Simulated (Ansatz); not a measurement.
Start from SiC (space group P6_3mc, No. 186; a = 3.078 Å, c = 10.076 Å). Axes: x lies along a and z along c of the hexagonal cell.

Structures relaxed with r2SCAN (Ansatz, a first-principles code, PAW, no spin-orbit coupling).

Base:

Simulated powder pattern, Cu Kα1, λ = 1.54056 Å (kinematic, ideal powder, no thermal factors, no anomalous dispersion; the 8 strongest lines at most, above 2 %, up to 2θ = 90°):

| 2θ (°) | I/Imax (%) | hkl |
|---|---|---|
| 33.60 | 25 | (100) |
| 34.79 | 100 | (101) |
| 35.61 | 67 | (004) |
| 38.17 | 100 | (102) |
| 57.26 | 26 | (105) |
| 60.08 | 61 | (110) |
| 65.66 | 46 | (106) |
| 71.83 | 46 | (114) |

Now apply this change: compressive biaxial strain of 0.90 % in the plane normal to [001], as in epitaxy on a mismatched substrate; the out-of-plane cell vector and the atoms relax.

After the change:

Simulated powder pattern, Cu Kα1, λ = 1.54056 Å (kinematic, ideal powder, no thermal factors, no anomalous dispersion; the 8 strongest lines at most, above 2 %, up to 2θ = 90°):

```csv
2θ (°),d (Å),I/Imax (%),hkl
33.91,2.641,24,(100)
35.09,2.555,99,(101)
35.55,2.523,68,(004)
38.44,2.340,100,(102)
57.41,1.604,26,(105)
60.68,1.525,60,(110)
65.76,1.419,47,(106)
72.34,1.305,46,(114)
```

The indices refer to the base's conventional cell; one index is shown for lines that coincide.

Whether these cells are dynamically stable was not tested.
